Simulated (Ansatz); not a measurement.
Ta (model structure, P6₃/mmc, No. 194, 2 atoms in the cell) was calculated with LDA (Ansatz, an electronic-structure program, plane waves, PAW).

Numerical settings: plane-wave cutoff 520 eV, 24×24×12 k mesh (along the axes of the cell as run), Fermi–Dirac smearing 0.05 eV, scalar-relativistic PAW data made under PBE.

Cell (relaxed at this level):

```cif
data_Ta2
_chemical_formula_sum 'Ta2'
_space_group_name_H-M_alt 'P 1'
_space_group_IT_number 1
_cell_length_a 2.83903
_cell_length_b 2.83903
_cell_length_c 5.06243
_cell_angle_alpha 90.000
_cell_angle_beta 90.000
_cell_angle_gamma 120.000
loop_
_space_group_symop_operation_xyz
  'x, y, z'
loop_
_atom_site_label
_atom_site_type_symbol
_atom_site_fract_x
_atom_site_fract_y
_atom_site_fract_z
_atom_site_occupancy
Ta1 Ta 0.33333 0.66667 0.75000 1
Ta2 Ta 0.66667 0.33333 0.25000 1
```

Problem. Give the computed bulk modulus.

Solution. 
* **bulk modulus**: 209 GPa

The run finds no gap.

Note: the bulk modulus is −V dP/dV from two relaxed cells at ±2 % in volume; the relaxation could raise the start's symmetry but not lower it, so the cell can be a saddle point.

Spin–orbit coupling is not included.

A model structure was made by putting elements into a prototype or built by hand; it is no filed structure, need not be a known phase, and can be a saddle point held by its symmetry.
